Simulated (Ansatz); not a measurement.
The reference is SiO$_{2}$ in the rutile structure (space group P4_2/mnm, No. 136; a = 4.185 Å, c = 2.669 Å).

All numbers come from plane-wave PAW DFT at the r2SCAN level (Ansatz, an electronic-structure program, 500 eV), no SOC.

One change was made to it. Results:

The density rises by 0.19 g/cm³ to 4.46 g/cm³; the electron mass goes from 0.38 mₑ along c, 0.48 mₑ across (at Γ) to 0.39 mₑ along c, 0.52 mₑ across (at Γ); the gap character remains direct at Γ; the band gap grows by 0.745 eV (6.51 eV → 7.26 eV).

Q: Name the change that was made.
A. pressure 15 GPa
B. pressure 75 GPa
C. pressure 50 GPa

A: A, pressure 15 GPa. For comparison, the band gap in the other runs: pressure 75 GPa gives 7.98 eV; pressure 50 GPa gives 7.91 eV.

Load acts through the strain it causes; cell and atoms are relaxed under it. Effective masses come from finite differences of ±0.01 Å⁻¹. Stability against distortions was not tested. No other phases were tried under pressure.
